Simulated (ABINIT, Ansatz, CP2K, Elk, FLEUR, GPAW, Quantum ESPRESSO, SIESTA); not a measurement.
# Code comparison for KTlSe2 (I4/mcm, 8 atoms in the cell)

Self-consistent single point.

```
KTlSe2
1.0
   -4.06792     4.06792     3.56623
    4.06792    -4.06792     3.56623
    4.06792     4.06792    -3.56623
K Tl Se
2 2 4
Direct
  0.25000   0.25000   0.00000
  0.75000   0.75000   0.00000
  0.75000   0.25000   0.50000
  0.25000   0.75000   0.50000
  0.67640   0.17640   0.85280
  0.32360   0.82360   0.14720
  0.17640   0.32360   0.50000
  0.82360   0.67640   0.50000
```

All programs got the same cell, k-point mesh and kind of occupations (some realise fixed ones as a very narrow smearing) (in Ansatz's words: kpoints.mp_grid.grid = 3 3 3; scf.occupations.method = fixed); potentials, basis and cutoffs are each program's usual ones.

```
code                                                                                                                                 model  pressure (GPa)  largest force (eV/Å)  gap on the mesh (eV)  k-points           cutoff
----------------  ------------------------------------------------------------------------------------------------------------------------  --------------  --------------------  --------------------  --------  ---------------
Elk                                                    LDA (PW92), all-electron FP-LAPW, Elk's shipped species files, default APW+lo basis               –                     –                 1.024         6          default
CP2K                                                  LDA (Pade form), GPW, DZVP-MOLOPT-SR-GTH basis, GTH-PADE potentials (GTH_POTENTIALS)           -1.94                 0.047                 1.027        14      grid 500 Ry
Quantum ESPRESSO                                                                       LDA (PZ), GBRV 1.5 ultrasoft (LDA) pseudopotentials           -3.16                 0.142                 1.018         6            40 Ry
SIESTA            LDA PW92, numerical atomic orbitals DZP, PseudoDojo LDA standard norm-conserving potentials (rewritten from UPF to PSML)           -1.43                 0.228                 1.005        14      grid 350 Ry
ABINIT                                                     LDA (PW92), norm-conserving pseudopotentials (PseudoDojo nc-sr-04 LDA standard)           -2.43                 0.153                 1.020         6          1170 eV
Ansatz                                                                                                 LDA (PW92), PAW files made with PBE           -2.43                 0.155                 1.025         6           420 eV
GPAW                                                                         LDA (Perdew-Wang 92), GPAW PAW datasets LDA (gpaw-data 1.0.1)           -2.60                 0.197                 1.031         6           600 eV
FLEUR                                                         LDA (Perdew-Zunger), all-electron FLAPW (FLEUR), scalar-relativistic valence               –                 0.069                 1.030         6  Kmax 4.2 1/bohr
```

A dash marks a value that a program does not give, or that is left out as unsure.

Gaps are read on the mesh.

The spread over the programs that give each value: pressure within 1.73 GPa; largest force within 0.181 eV/Å; gap on the mesh within 0.026 eV.

The starting cell comes from a database of computed structures (which also holds hypothetical and non-ambient phases and stackings), without a prior relaxation at this level. On Ansatz's run: Spin-orbit coupling is off.

Why do the programs differ, and what cannot be compared?

Differences of this kind can come from the potentials, where these differ, and from what each basis and cutoff leave unconverged. The valence holds different numbers of electrons (CP2K 68, Quantum ESPRESSO 68, SIESTA 108, ABINIT 108, Ansatz (a program for electronic structure) 108, GPAW 68, FLEUR 108). The zero of total energies and Fermi levels follows the potentials and each program's conventions, so they are not compared here. CP2K and SIESTA use small atom-centred bases, whose incompleteness enters pressures, forces and empty levels differently from a plane-wave cutoff. Elk and FLEUR treat all electrons, but the usual bases taken here (sphere radii, linearisation, local orbitals, empty states) were not tested for convergence, so the values are no reference for the others. Ansatz's pressure is given at a fixed set of plane waves, as the other plane-wave codes print theirs. The same LDA comes in different parametrisations, which differ slightly. The programs reduce the same mesh by symmetry to different extents, which changes the work and not the result. In the pressure, SIESTA (by 1.09) lies more than 1 GPa from the median of the plane-wave programs. In the force vectors, CP2K (by 0.107), SIESTA (by 0.382) and FLEUR (by 0.085) lie more than 0.08 eV/Å from the median of the plane-wave programs.

Keys are those of Ansatz 0.2.
